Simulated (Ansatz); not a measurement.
The reference is TaN in the rock salt structure (space group Fm-3m, No. 225).

```cif
data_NTa
_chemical_formula_sum 'N1 Ta1'
_space_group_name_H-M_alt 'P 1'
_space_group_IT_number 1
_cell_length_a 3.10866
_cell_length_b 3.10866
_cell_length_c 3.10866
_cell_angle_alpha 60.000
_cell_angle_beta 60.000
_cell_angle_gamma 60.000
loop_
_space_group_symop_operation_xyz
  'x, y, z'
loop_
_atom_site_label
_atom_site_type_symbol
_atom_site_fract_x
_atom_site_fract_y
_atom_site_fract_z
_atom_site_occupancy
N1 N 0.00000 0.00000 0.00000 1
Ta1 Ta 0.50000 0.50000 0.50000 1
```

Method: Kohn–Sham DFT with the r2SCAN functional, run in Ansatz (a program for electronic structure) with PAW and 500 eV plane waves, no spin-orbit coupling.

Before the change:

| Property | Result |
|---|---|
| Band gap | zero |
| Lattice parameter a | 4.396 Å |

The change: a negative pressure, −2 GPa.

Task: What happens to the band gap and lattice parameter a?

Result: The band gap stays zero; the lattice parameter a rises by 0.0085 Å, from 4.396 Å to 4.405 Å.

Load acts through the strain it causes; cell and atoms are relaxed under it. Stability against distortions was not tested. The final runs are not spin-polarised. This is not the structure that TaN has at room temperature and ambient pressure.
